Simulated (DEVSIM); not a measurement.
System: Au/AlN/p-Ge capacitor, at 300 K.

Layer 1 from the left is AlN, thickness (nm) 4.60. Layer 2 from the left is Ge, thickness (nm) 8200, Na (cm⁻³) 5.3e15.

Metal gate on the left, work function 5.1 eV. Fixed charge at the semiconductor interface 0 cm⁻² (in units of +e); no interface traps.

This is a model device: material constants are rounded textbook-type values typed into the input, and sizes, dopings and lifetimes were drawn at random. Values at 300 K.

AlN: gap (eV) 6.1, affinity (eV) 1.9, permittivity 8.5. Ge: gap (eV) 0.664, affinity (eV) 4, permittivity 16, Nc (cm⁻³) 1.04e19, Nv (cm⁻³) 6e18.

Task: Estimate by hand the flat-band voltage, the threshold voltage, and compare with a numerical solution.

Result: 
- Flat-band voltage: C = 1.64 μF/cm², work-function difference 0.618 V; VFB = φms − qNf/C = 0.62 V; numerical 0.62 V.
- Threshold voltage: φF = 0.143 V, depletion charge √(4εqNφF) = 2.62e-8 C/cm²; VT = VFB + 2φF + Qd/C = 0.92 V; numerical 0.92 V.

Model (solved in DEVSIM): 1D Poisson equation in equilibrium, Boltzmann statistics, complete ionisation; no quantum confinement or tunnelling. Metal contacts follow the ideal Schottky-Mott rule: no Fermi-level pinning, no interface dipoles.
